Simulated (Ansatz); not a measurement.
BaAu₂ (P6/mmm), PBEsol, DFPT electron-phonon coupling, linearised Boltzmann equation run with Ansatz (an electronic-structure program): phonon-limited resistivity 15.4 μΩ·cm at 300 K along x (a = (4.79, 0.00, 0.00) Å; b = (-2.39, 4.15, 0.00) Å; c = (0.00, 0.00, 4.09) Å), 20.6 μΩ·cm at 400 K, current-weighted mean free path 12.9 nm, Drude plasma energy 4.66 eV.

### Question
What Drude relaxation time do resistivity and plasma energy imply?

### Answer
ω_p = 7.08e15 s⁻¹, so τ = 1/(ε₀ ω_p² ρ) = 14.6 fs, a damping ħ/τ of 45.0 meV.

### Question
What is the classical skin depth at 10 GHz (nonmagnetic, μ₀ = 1.257×10⁻⁶ H/m)?

### Answer
δ = √(ρ/(π f μ₀)) = 1980 nm.

### Question
Estimate the resistivity of a 40 nm square wire with diffuse walls from ρ ≈ ρ₀(1 + 3ℓ/4d).

### Answer
1 + 0.75 × 12.9/40 = 1.24, so ρ ≈ 19.1 μΩ·cm and a line 1 μm long has 120 Ω. The formula is the free-electron limit for d well above ℓ; grain boundaries add to it.

A metal at this level (no band gap). Only scattering by harmonic phonons is included (no impurities, grain boundaries, electron-electron scattering or thermal expansion). Spin-orbit coupling is left out, which matters with elements this heavy. The squared frequency of the phonon mode least converged on the k mesh is uncertain by about 23 %. Halving the electron mesh (20x20x20) moves the resistivity by up to 8 % at 300 K, the mean free path by up to 4 %. Smearing 0.20 eV; phonons on a 4x4x4 q mesh, which this run doesn't test.

Formula and space group known from diffraction (Crystallography Open Database), not checked to be the room-temperature form: BaAu2 (P6/mmm).
